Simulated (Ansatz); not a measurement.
The reference is MoS₂ (space group P6_3/mmc, No. 194; a = 3.1090 Å, c = 11.7090 Å; layered, stacked along the Cartesian z axis).

Calculations: Kohn–Sham DFT with the PBEsol-D3(BJ) functional, run in Ansatz (an electronic-structure program) with PAW and 420 eV plane waves, without spin-orbit coupling.

Strains are applied to the cell and any free atomic positions relax.

One change was made to it. Results:

The pressure (mean of the normal stresses, compression positive) goes from zero to -2.90 GPa; the valence-band top at Γ (three highest levels, from the VBM) changes from 0.00, -0.96, -1.60 eV to 0.00, -1.02, -1.42 eV; the largest internal atomic displacement amounts to 0.029 Å; the smallest direct gap drops by 0.12 eV, from 1.79 eV to 1.67 eV.

Question: Which change produced these results?
A) isotropic strain +1.80 %
B) isotropic strain +0.60 %
C) isotropic strain +1.20 %

Answer: C, isotropic strain +1.20 %. For comparison, the valence-band top at Γ in the other runs: isotropic strain +1.80 % gives 0.00, -1.04, -1.34 eV; isotropic strain +0.60 % gives 0.00, -0.99, -1.51 eV.

No phonon test of stability was made.
